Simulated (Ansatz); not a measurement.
System: LiCl (P6₃mc, No. 186, 4 atoms in the cell; start mp-1185319; a measured phase of this formula has another space group). Method: r²SCAN0 (plane waves, PAW; Ansatz, a first-principles code).

Run with plane-wave cutoff 520 eV, 9×9×4 k mesh (along the axes of the cell as run), Fermi–Dirac smearing 0.01 eV, scalar-relativistic PAW data made under PBE.

The cell is the one relaxed with PBEsol. Conventional cell: a = 3.8822 Å, b = 3.8822 Å, c = 6.1755 Å, α = 90.00°, β = 90.00°, γ = 120.00°.

```yaml
crystal:
  lattice:
    - [3.88215, 0.00000, 0.00000]
    - [-1.94108, 3.36204, 0.00000]
    - [0.00000, 0.00000, 6.17545]
  atoms:
    - { symbol: Li, position: [0.66667, 0.33333, 0.87874] }
    - { symbol: Li, position: [0.33333, 0.66667, 0.37874] }
    - { symbol: Cl, position: [0.66667, 0.33333, 0.49626] }
    - { symbol: Cl, position: [0.33333, 0.66667, 0.99626] }
```

Problem. List the 10 lowest band energies at Γ above −25 eV (eV, relative to the valence band maximum), grouping those that round alike.

Solution. At Γ: -14.44, -14.06, -2.40, -0.50 (×2), -0.12 (×2), 0.00, 8.47, 10.86.

Note: the run warned that its exchange threshold was loose for the stress.

A start named mp-… is a Materials Project structure, which need not be a measured phase.
